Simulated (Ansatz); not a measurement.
# A computed series for LiTaS2: pressure series

Take LiTaS2 (space group P6_3/mmc, No. 194; a = 3.348 Å, c = 12.916 Å; a cell from a computed database, its experimental status unchecked) as the base.

Cell and atoms are relaxed at each pressure.

Computed with r2SCAN (Ansatz, a first-principles code; PAW; 500 eV plane waves; no spin-orbit coupling), earlier PAW set.

| variant | density | band gap | hole mass |
|---|---|---|---|
| base | 6.67 g/cm³ | 0.87 eV | 0.56 mₑ (at Γ) |
| pressure −2 GPa | 6.52 g/cm³ | 0.86 eV | 0.57 mₑ (at Γ) |
| pressure −1 GPa | 6.60 g/cm³ | 0.87 eV | 0.56 mₑ (at Γ) |
| pressure 0.9 GPa | 6.74 g/cm³ | 0.87 eV | 0.55 mₑ (at Γ) |
| pressure 2.1 GPa | 6.83 g/cm³ | 0.87 eV | – |
| pressure 4.5 GPa | 6.98 g/cm³ | 0.87 eV | 0.55 mₑ along c, 0.52 mₑ across (at Γ) |
| pressure 9 GPa | 7.25 g/cm³ | 0.86 eV | 0.54 mₑ along c, 0.49 mₑ across (at Γ) |
| pressure 15 GPa | 7.57 g/cm³ | 0.84 eV | 0.53 mₑ along c, 0.45 mₑ across (at Γ) |
| pressure 22.5 GPa | 7.91 g/cm³ | 0.81 eV | 0.51 mₑ along c, 0.41 mₑ across (at Γ) |
| pressure 30 GPa | 8.22 g/cm³ | 0.77 eV | 0.49 mₑ along c, 0.38 mₑ across (at Γ) |

Spin-orbit coupling, missing from the scalar runs, can matter with Ta. Load acts through the strain it causes; cell and atoms are relaxed under it. Effective masses come from finite differences of ±0.01 Å⁻¹. Stability against distortions was not tested. No other phases were tried under pressure.
